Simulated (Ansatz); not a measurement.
Start from TiB₂ (space group P6/mmm, No. 191).

```yaml
crystal:
  lattice:
    - [3.02469, 0.00000, 0.00000]
    - [-1.51235, 2.61946, 0.00000]
    - [0.00000, 0.00000, 3.22263]
  atoms:
    - { symbol: Ti, position: [0.00000, 0.00000, 0.00000] }
    - { symbol: B, position: [0.33333, 0.66667, 0.50000] }
    - { symbol: B, position: [0.66667, 0.33333, 0.50000] }
```

Calculations: r2SCAN/PAW in Ansatz (a program for electronic structure), scalar-relativistic without spin-orbit coupling.

Base values:

| Item | Result |
|---|---|
| Lattice parameter a | 3.025 Å |
| Band gap | zero |

It is then changed as follows: every Ti is replaced by Mg; the structure is relaxed again.

Tabulated Pauling electronegativity and covalent radius: Ti 1.54, 1.60 Å; Mg 1.31, 1.41 Å.

### Question
What does the calculation give for the lattice parameter a after the change?

### Answer
The lattice parameter a rises by 0.0427 Å (3.025 Å → 3.067 Å).

### Question
Estimate the effect on the band gap.

### Answer
The band gap remains zero.

Whether these cells are dynamically stable was not tested. The final runs are not spin-polarised.
